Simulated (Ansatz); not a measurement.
We consider SeS (Fm-3m, No. 225, 2 atoms in the cell; start mp-2559), described by PBEsol in Ansatz (PAW).

Settings: plane-wave cutoff 520 eV, 18×18×18 k mesh, Fermi–Dirac smearing 0.05 eV, scalar-relativistic PAW data made under PBE.

Cell (relaxed at this level):

SSe is taken in the cubic space group Fm-3m (No. 225), the rock salt structure, Pearson symbol cF8. Lattice parameters: a = b = c = 5.3372 Å, α = β = γ = 90.00°. Se on 4b has 6 S at 2.669 Å (octahedral). S on 4a has 6 Se at 2.669 Å (octahedral). (Neighbours: up to the widest gap in distance over summed covalent radii, below 1.35, at either atom.)
(The calculation used a cell of 2 atoms; values per cell refer to that cell.)

### Question
Give the computed bulk modulus B0.

### Answer

- bulk modulus B0: 89.1 GPa

The run finds no gap.

Note: the bulk modulus is −V dP/dV from two relaxed cells at ±2 % in volume; the relaxation could not lower the start's symmetry, so the cell can be a saddle point above a distorted one.

Static lattice: no zero-point or thermal effects.

Cost on a shared machine: very roughly 40 core-seconds.

A start named mp-… is a Materials Project structure, which need not be a measured phase.

Ansatz is a first-principles code.
